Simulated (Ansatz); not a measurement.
The reference is CdS in the wurtzite structure (space group P6_3mc, No. 186; a = 4.196 Å, c = 6.830 Å). Axes: x lies along a and z along c of the hexagonal cell.

All numbers come from PBE (Ansatz, an electronic-structure program, PAW, without spin-orbit coupling).

It is then changed as follows: uniaxial strain ε_zz = −3.00 %, all other strain components held at zero; the atoms relax in the strained cell.

**Question.** Predict the stress tensor and what it implies for the stiffness.

**Answer.** Stress of the strained cell less that of the base (GPa, compression positive):
```
   1.26    0.00    0.00
   0.00    1.26    0.00
   0.00    0.00    2.61
```

Then −Δσ_ii/ε with ε = -0.0300 gives secant stiffness values (nonlinear terms included at this strain): C33 ≈ 87 GPa, C13 ≈ 42 GPa and C23 ≈ 42 GPa.

As a check, the harmonic strain energy −½ V₀ Δσ:ε is 6.4 meV/atom; the computed energy rise is 6.3 meV/atom.

Stability against distortions was not tested.
